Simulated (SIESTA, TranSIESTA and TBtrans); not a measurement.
Device: Ta chain with one bond stretched by 3.0 Å. Leads: straight Ta chain, spacing 2.35 Å. Geometry: as built, not relaxed. Transport runs along z; the first 6 and the last 6 of the 20 atoms are the lead cells, repeated to infinity.

```xyz
20
Lattice="9.000 0.000 0.000 0.000 9.000 0.000 0.000 0.000 50.000" Properties=species:S:1:pos:R:3 pbc="F F T"
Ta     4.500     4.500     0.000
Ta     4.500     4.500     2.350
Ta     4.500     4.500     4.700
Ta     4.500     4.500     7.050
Ta     4.500     4.500     9.400
Ta     4.500     4.500    11.750
Ta     4.500     4.500    14.100
Ta     4.500     4.500    16.450
Ta     4.500     4.500    18.800
Ta     4.500     4.500    21.150
Ta     4.500     4.500    26.500
Ta     4.500     4.500    28.850
Ta     4.500     4.500    31.200
Ta     4.500     4.500    33.550
Ta     4.500     4.500    35.900
Ta     4.500     4.500    38.250
Ta     4.500     4.500    40.600
Ta     4.500     4.500    42.950
Ta     4.500     4.500    45.300
Ta     4.500     4.500    47.650
```
Starting moments (μB): atom 7 +1, atom 8 +1, atom 9 +1, atom 10 +1, atom 11 +1, atom 12 +1, atom 13 +1, atom 14 +1; lead atoms +1 (left) and +1 (right).

Run with TranSIESTA and TBtrans (open boundaries, self-consistent; PseudoDojo norm-conserving potentials, scalar-relativistic): Spin polarized, PAO.BasisSize DZP, PAO.EnergyShift 0.15 eV, XC.Authors PBE, Mesh.Cutoff 200 Ry, ElectronicTemperature 300 K, TS.Voltage 0.0 eV, TBT.Elecs.Eta 0.001 eV.

Energies count from the leads' Fermi level. Transmissions are for each spin. The energy step is 0.01 eV; narrower resonances are cut or missed.

| E (eV) | T up | T down |
|---|---|---|
| -0.20 | 0.0988 | 0.0939 |
| -0.15 | 0.102 | 0.0966 |
| -0.10 | 0.105 | 0.100 |
| -0.05 | 0.108 | 0.104 |
| 0.00 | 0.111 | 0.109 |
| 0.05 | 0.114 | 0.115 |
| 0.10 | 0.118 | 0.122 |
| 0.15 | 0.121 | 0.129 |
| 0.20 | 0.125 | 0.137 |

Question: Give the zero-bias conductance in μS and the resistance at 300 K.

Answer: At the Fermi level the mean of both spins is (0.111 + 0.109)/2 = 0.110. Averaged with −∂f/∂E over the full grid (kT = 25.9 meV) it is 0.110. With G0 = 2e²/h = 77.48 μS, G = 8.52 μS and R = 1/G = 117 kΩ.

Question: Estimate the thermopower by Mott's formula S = −(π²/3)(kB²T/e) d ln T/dE from the rows at -0.05 and 0.05 eV.

Answer: d ln T/dE = 0.771 eV⁻¹ and (π²/3) kB²T/e = 7.33 μV/K · eV, so S = -5.7 μV/K; the full integral gives -5.8 μV/K. A negative sign means that T rises with energy over the thermal window.

Question: The eigenchannels at the Fermi level (both spins) transmit 0.111, 0.109. What Fano factor of the shot noise follows at low temperature and bias?

Answer: F = Σ τ(1 − τ)/Σ τ = 0.196/0.220 = 0.89.

The magnetic order of the leads was set by the start, and no other order was tried; the separate lead runs end at 1.06 (left) and 1.06 (right) μB an atom. The straight chain is held at its spacing; free chains may zigzag or dimerise. Spin-orbit coupling, left out here, matters for the heavy atoms.
